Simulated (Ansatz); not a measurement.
A computed series for Ti: response to strain

The reference is Ti in the hcp (Mg type) structure (space group P6_3/mmc, No. 194; a = 2.936 Å, c = 4.640 Å; relaxed with 0.1 eV smearing). Axes: x lies along a and z along c of the hexagonal cell.

Strains are applied to the cell and any free atomic positions relax.

Computed with r2SCAN, PAW, 500 eV (Ansatz, an electronic-structure program; spin-orbit coupling left out).

Notes on the quantities. energy relative to the base: free energy F; pressure: mean of the normal stresses, compression positive.

```
change                          volume per atom  energy relative to the base  pressure
------------------------------  ---------------  ---------------------------  --------
base                                   17.32 Å³                   0 meV/atom   0.0 GPa
uniaxial strain ε_zz = −3.00 %         16.80 Å³                 +10 meV/atom   3.7 GPa
uniaxial strain ε_zz = −2.50 %         16.89 Å³                +6.9 meV/atom   3.1 GPa
uniaxial strain ε_zz = −2.00 %         16.98 Å³                +4.4 meV/atom   2.4 GPa
uniaxial strain ε_zz = −1.50 %         17.06 Å³                +2.4 meV/atom   1.8 GPa
uniaxial strain ε_zz = −1.00 %         17.15 Å³                +1.1 meV/atom   1.2 GPa
uniaxial strain ε_zz = −0.50 %         17.24 Å³                +0.3 meV/atom   0.6 GPa
```

No phonon test of stability was made. All final runs are without spin polarisation.
